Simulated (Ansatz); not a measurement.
MgSc₂Se₄ (Fd-3m): band-edge transport data

Given:

```
MgSc2Se4
1.0
    0.00000     5.54516     5.54516
    5.54516     0.00000     5.54516
    5.54516     5.54516     0.00000
Mg Sc Se
2 4 8
Cartesian
  2.77258   2.77258   2.77258
  0.00000   0.00000   0.00000
  6.93145   4.15887   4.15887
  4.15887   4.15887   6.93145
  4.15887   6.93145   4.15887
  6.93145   6.93145   6.93145
  4.24671   6.84361   6.84361
  7.01929   7.01929   9.61619
  6.84361   4.24671   6.84361
  9.61619   9.61619   9.61619
  4.24671   4.24671   4.24671
  7.01929   9.61619   7.01929
  6.84361   6.84361   4.24671
  9.61619   7.01929   7.01929
```

Method: PBEsol, rigid bands (plane waves, PAW, scalar-relativistic; Ansatz, an electronic-structure program). How the cell was made: cell and atoms relaxed with PBEsol.

```yaml
band_gap: 1.01 eV
electron conductivity mass (300 K, dilute): 0.49 mₑ
effective density of states N_c (300 K): 8.2e18 cm⁻³
density_of_states_mass_electrons: 0.47 mₑ
Seebeck coefficient, n-type 1e19 cm⁻³, 300 K: -202 μV/K
```

Rigid bands; masses and Seebeck coefficients take one relaxation time τ for all states and one kind of carrier; polarons and phonon drag are left out. Spin-orbit coupling is left out.

Computed structure with no diffraction record at hand here (it may be known, metastable or hypothetical): MgSc2Se4 (Fd-3m).
